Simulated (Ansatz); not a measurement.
Functionals compared on a constructed model of the (000-1) surface of 4H silicon carbide, C-terminated, (√3x√3)R30° Ga adatom at H3 (bottom of the slab: 3 H on 3 bottom sites), in Ansatz (plane waves, PAW). The structure was relaxed with PBE; the other rows are single points on it. Cutoff 420 eV (500 eV for r2SCAN). HSE06 used the coarser mesh 4x4x1.

Set-up: 28 atoms, 10.8 Å thick at the start with caps and adatoms (thin: gaps and levels are the slab's own); mesh 6x6x1; 0.025 eV smearing; dipole correction on; 6 atoms held, the rest relaxed; held to the start's symmetry, so lower structures may exist; no spin, no spin-orbit, no U. In PBE it is, or lies within 0.01 eV a 1x1 cell of, the lowest of the 2 structures of its composition computed so far; subsurface sites and larger cells were not tried. These notes are the PBE run's.

```tsv
functional	gap of the slab on its k-mesh (eV)	highest filled level below the top vacuum level (eV)	rough cost of the single point
PBE	1.08	4.56	–
r2SCAN	___	___	about 50 core-seconds (a rough figure)
```

Question: What belongs in the gaps?

Answer: 
- r2SCAN, gap of the slab on its k-mesh (eV): 1.23
- r2SCAN, highest filled level below the top vacuum level (eV): 4.76

Ansatz is a program for electronic structure.
